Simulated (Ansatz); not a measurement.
PdCl2 (P2₁/c, No. 14, 6 atoms in the cell; start mp-1018891) was calculated with PBE0 (PAW; Ansatz, an electronic-structure program).

Settings: plane-wave cutoff 460 eV, 4×6×4 k mesh (along the axes of the cell as run), Fermi–Dirac smearing 0.01 eV, scalar-relativistic PAW data made under PBE.

Cell (relaxed with PBE-D3(BJ)):

```yaml
crystal:
  lattice:
    - [5.45482, 0.00000, -0.00773]
    - [0.00000, 3.95682, 0.00000]
    - [-1.89684, 0.00000, 6.17015]
  atoms:
    - { symbol: Pd, position: [0.00000, 0.00000, 0.50000] }
    - { symbol: Pd, position: [0.00000, 0.50000, 0.00000] }
    - { symbol: Cl, position: [0.25674, 0.25493, 0.31618] }
    - { symbol: Cl, position: [0.74326, 0.74507, 0.68382] }
    - { symbol: Cl, position: [0.74326, 0.75493, 0.18382] }
    - { symbol: Cl, position: [0.25674, 0.24507, 0.81618] }
```

Give the computed band gap, smallest direct gap on the k points sampled and direct gap at Γ.


- band gap = 2.86 eV
- smallest direct gap on the k points sampled = 3.31 eV
- direct gap at Γ = 3.82 eV

Note: cell and atoms aren't relaxed at this level (pressure 0.4 GPa).

Spin–orbit coupling is not included.

The computed numbers hold no vibrational or temperature effects.

Cost on a shared machine: very roughly 10 core-minutes.

A start named mp-… is a Materials Project structure, which need not be a measured phase.
